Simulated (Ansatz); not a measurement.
**Formation energy of F_i in W (bcc, Im-3m): levels of theory**

This concerns the formation energy of F_i in W (bcc, Im-3m). Reaction: 64 W (bcc) + 1/2 F2 (gas) → cell A.

A: a supercell of 64 sites of W (bcc, Im-3m) with F off the lattice sites (4 W at 2.03 Å); spin state with PBE: run without spin.

Setting: static, neutral cells in Ansatz (PAW) whose structures rest at the PBE level. Ansatz (an electronic-structure program) runs with its default PAW set. Other levels take these structures. The lattices are those relaxed with PBE, so at other levels the solids can be strained, which adds to the spread. Larger cells are relaxed from a start prepared with the learned potential CHGNet, on a coarser mesh till forces fall under 0.03 eV/Å, which some starts already meet. A dispersion term (D3(BJ), or D4 for r2SCAN) was computed beside these levels and is taken off wherever the name lacks it. Spin-orbit coupling is left out. No Hubbard U is applied. Mesh and cell size may move defect energies by 0.1 eV or more. Cell A has symmetry I-4m2 within 0.02 Å and got no random move, so less symmetric positions, which may lie lower, weren't tried.

```json
[
 {"Level": "PBE", "value (eV)": "3.02"},
 {"Level": "PBE+D3(BJ)", "value (eV)": "2.74"},
 {"Level": "RPBE", "value (eV)": "?"},
 {"Level": "r2SCAN+D4", "value (eV)": "2.44"}
]
```

### Question
Fill in the missing entries.

### Answer

- RPBE, value (eV): 3.61

The levels shown span 1.17 eV, from r2SCAN+D4 (2.44) to RPBE (3.61).

Rough cost of one single point on cell A, against RPBE's on the same shared machine and with each level's own mesh and cutoff: r2SCAN about 2 times.
